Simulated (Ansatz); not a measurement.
# MgTe: pressure series

Consider MgTe in the zinc blende structure (space group F-43m, No. 216; a = 6.5094 Å).

Cell and atoms are relaxed at each pressure.

Computed with PBE in Ansatz (plane waves to 420 eV, PAW, scalar-relativistic without spin-orbit coupling).

Notes on the quantities. enthalpy: H = E + PV relative to the base's energy.

```json
[
 {"variant": "base", "band gap": "2.33 eV", "enthalpy": "–", "density": "3.66 g/cm³"},
 {"variant": "pressure −2 GPa", "band gap": "2.04 eV", "enthalpy": "-0.44 eV/atom", "density": "3.42 g/cm³"},
 {"variant": "pressure −1 GPa", "band gap": "2.19 eV", "enthalpy": "-0.22 eV/atom", "density": "3.54 g/cm³"},
 {"variant": "pressure 0.9 GPa", "band gap": "2.44 eV", "enthalpy": "+0.19 eV/atom", "density": "3.75 g/cm³"},
 {"variant": "pressure 2.1 GPa", "band gap": "2.58 eV", "enthalpy": "+0.44 eV/atom", "density": "3.87 g/cm³"},
 {"variant": "pressure 4.5 GPa", "band gap": "(withheld)", "enthalpy": "+0.92 eV/atom", "density": "(withheld)"},
 {"variant": "pressure 9 GPa", "band gap": "2.58 eV", "enthalpy": "+1.75 eV/atom", "density": "4.39 g/cm³"},
 {"variant": "pressure 15 GPa", "band gap": "2.42 eV", "enthalpy": "+2.79 eV/atom", "density": "4.74 g/cm³"},
 {"variant": "pressure 22.5 GPa", "band gap": "2.23 eV", "enthalpy": "+3.98 eV/atom", "density": "5.11 g/cm³"},
 {"variant": "pressure 30 GPa", "band gap": "2.07 eV", "enthalpy": "+5.10 eV/atom", "density": "5.42 g/cm³"}
]
```

What belongs in the blanks?


- pressure 4.5 GPa, band gap: 2.72 eV
- pressure 4.5 GPa, density: 4.07 g/cm³

Spin-orbit coupling, missing from the scalar runs, can matter with Te. Load acts through the strain it causes; cell and atoms are relaxed under it. No phonon test of stability was made. Tetrahedral semiconductors of this kind turn to denser phases somewhere between about 1 and 50 GPa; those were not computed, so compressed cells here can lie past the real transition.

Ansatz is a first-principles code.
